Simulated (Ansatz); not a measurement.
Relaxation of cell and atoms of TiSi (P6/mmm, 6 atoms in the cell) at several settings

```
CELL_PARAMETERS angstrom
      5.63131     0.00000     0.00000
     -2.81565     4.87685     0.00000
      0.00000     0.00000     4.54398
ATOMIC_POSITIONS crystal
  Ti 0.50000 0.00000 0.00000
  Ti 0.50000 0.50000 0.00000
  Ti 0.00000 0.50000 0.00000
  Si 0.00000 0.00000 0.00000
  Si 0.33333 0.66667 0.50000
  Si 0.66667 0.33333 0.50000
```

Base: PBE in Ansatz (a program for electronic structure). Its settings: basis.ecutwfc = 420 eV; kpoints.mp_grid.grid = 7 7 7; hamiltonian.xc = pbe; hamiltonian.pseudopotentials = {kind: paw}, with the files named one by one; scf.occupations.method = fermi_dirac; scf.occupations.width = 0.1 eV. Starting volume 20.80 Å³ per atom.

Each line gives the change from the base single point and the result:

- hamiltonian.dispersion: default → d3bj; relax: default → cell and atoms [DFT, PBE-D3BJ, plane waves, default PAW files]: pressure 0.01 GPa; final cell a = b = 5.376 Å, c = 4.198 Å, α = β = 90.00°, γ = 120.00°; final volume per atom 17.51 Å³; relaxation steps 6.
- relax: default → cell and atoms; relax.cell.p_target: default → 2 GPa: pressure 2.00 GPa; final cell a = b = 5.4154 Å, c = 4.2243 Å, α = β = 90.00°, γ = 120.00°; final volume per atom 17.88 Å³; relaxation steps 6; free energy against the base single point -103.9 meV/atom.

The starting cell was generated: these elements placed on a structure prototype, without a prior relaxation; it need not be a known phase or ordering of this composition. Spin polarisation is off. Ansatz's pressure includes its estimate of the finite-basis (Pulay) stress.

Left out of this page: 1 run of the series outside the window shown, repeating another row's setting, or not comparable.

Keys are those of Ansatz 0.2.
